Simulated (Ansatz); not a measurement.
Amorphous Ti20O43La2

A CHGNet melt-quench gave the starting glass, which DFT then relaxed. O atoms were pushed apart under 1.9 Å during the dynamics, to hinder bonds among them. The hot cell started wider than the set density and was brought back towards it in steps. It is the lowest in DFT energy of 2 quenches. It is a model cell: composition and starting density were chosen by hand, and all elements were melted together. No dispersion term was used.

Methods: PBE, scalar-relativistic without spin-orbit coupling (Ansatz, a program for electronic structure); r2SCAN, scalar-relativistic without spin-orbit coupling (Ansatz); HSE06, scalar-relativistic without spin-orbit coupling (Ansatz). Geometry, pressure, stress and energy are those of the PBE run. Its sampling: a 2×2×2 Γ-centred mesh; Fermi-Dirac width 0.02 eV; no spin polarisation. Other functionals are single points at the zone centre (r2SCAN at 500 eV; exact exchange cut at the cell's faces), free to take moments where seeds were set.

The number of atoms in the cell is 65, the density (volume relaxed, without dispersion) is 3.79 g/cm^3 and the volume per atom is 12.95 Å³. The pressure on a 2×2×2 Γ-centred mesh comes out as 0.03 GPa and the largest force and stress component on that mesh (the relaxation ran on the zone centre alone) is 0.09 eV/Å and 0.1 GPa. The energy relative to anatase TiO2 + hexagonal La2O3 (lowest mix at this level among the phases computed, not always the ambient ones) comes out as 0.105 eV/atom and the gap on a 2×2×2 Γ-centred mesh (PBE) is 2.72 eV. The gap at the zone centre (PBE) comes out as 2.76 eV, the gap at the zone centre (r2SCAN) is 3.12 eV and the gap at the zone centre (HSE06) is 4.32 eV.

Neighbours within Ti-Ti 3.12 Å, Ti-O 2.56 Å, Ti-La 3.54 Å, O-O 1.58 Å, O-La 3.00 Å, La-La 3.96 Å count as bonded. Two cations that share two anions don't count as bonded, nor two that share one unless they lie closer than Ti-Ti 3.04 Å, Ti-La 3.45 Å, La-La 3.85 Å.

| Quantity | Value |
|---|---|
| Mean coordination of Ti by anions | 5.35 (13 with 5, 7 with 6) |
| Mean coordination of O | 2.86 (12 with 2, 25 with 3, 6 with 4) |
| Mean coordination of La by anions | 8.00 (2 with 8) |
| Mean Ti-O bond | 1.960 Å (spread 0.136 Å, 107 counted) |
| Mean O-La bond | 2.583 Å (spread 0.126 Å, 16 counted) |

Its density started from a set value of 3.90 g/cm³. The simulated quench (nominally 300 K/ps over its main leg) is rapid and tends to freeze in more defects than a deposited or slowly cooled glass has. One small periodic cell is one sample of the glass; other quenches scatter about these values. Volume and shape were free in the relaxation.
